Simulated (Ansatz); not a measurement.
Band-edge transport in semiconductors and insulators: HfS₂ (P-3m1) under several functionals (Ansatz, a quantum-chemistry and plane-wave program, with spin-orbit coupling). The PBE cell:

```xyz
3
Lattice="3.6056 0.0000 0.0000 -1.8028 3.1225 0.0000 0.0000 0.0000 5.7687" Properties=species:S:1:pos:R:3 pbc="T T T"
Hf     0.0000     0.0000     0.0000
S      1.8028     1.0408     4.3123
S      0.0000     2.0817     1.4565
```

| Functional | cell relaxed with | volume (Å³/atom) | band gap | electron conductivity mass | hole conductivity mass | Seebeck coefficient, n-type 1e19 cm⁻³ |
|---|---|---|---|---|---|---|
| PBE | PBE+d3bj | 21.65 | 0.84 eV | 0.60 mₑ | 0.70 mₑ | -383 μV/K |
| PBEsol | PBEsol+d3bj | 20.26 | 0.44 eV | 0.52 mₑ | 0.51 mₑ | -355 μV/K |

For the band gap, PBE gives 0.84 eV and PBEsol 0.44 eV: PBE lies 92 % above.

The PBE and PBEsol rows stand on cells whose volumes differ by 6.9 %, so the difference holds the effect of the cell as well as that of the functional.

Masses are for dilute carriers at 300 K, harmonic means over directions unless an axis is named. Seebeck coefficients are for the stated density at 300 K, with one relaxation time for all states and whether or not that doping can be reached.

Computed structure with no diffraction record at hand here (it may be known, metastable or hypothetical): HfS2 (P-3m1). PBEsol with a dispersion correction tends to overbind, so the cell can be several per cent short, in bad cases over ten, which usually narrows a gap: HfS2 (P-3m1).
